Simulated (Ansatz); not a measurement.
Consider the following.

```xyz
2
Lattice="2.7171 0.0000 0.0000 -1.3585 2.3530 0.0000 0.0000 0.0000 4.2858" Properties=species:S:1:pos:R:3 pbc="T T T"
Os     0.0000     1.5687     1.0714
Os     1.3585     0.7843     3.2143
```

The numbers are results of LDA, DFPT electron-phonon coupling, linearised Boltzmann equation (plane waves, PAW, scalar-relativistic; Ansatz, an electronic-structure program), not measurements. Condition of this run: functional LDA. Cell: relaxed with this functional, without spin-orbit coupling.

Task: Predict the intrinsic resistivity at 300 K.

Result: 7.7 (x), 7.7 (y), 5.1 (z) μΩ·cm.

Task: And the electrons' mean free path at that temperature?

Result: 9.0 nm, weighted by the current that each state carries. Wires not much wider than this gain resistivity from their walls.

A metal at this level (no band gap). Only scattering by harmonic phonons is included (no impurities, grain boundaries, electron-electron scattering or thermal expansion). Spin-orbit coupling is left out, which matters with elements this heavy. Halving the electron mesh (36x36x20) moves the resistivity by up to 1 % at 300 K, the mean free path by up to 1 %. Smearing 0.20 eV; phonons on a 6x6x3 q mesh, which this run doesn't test.
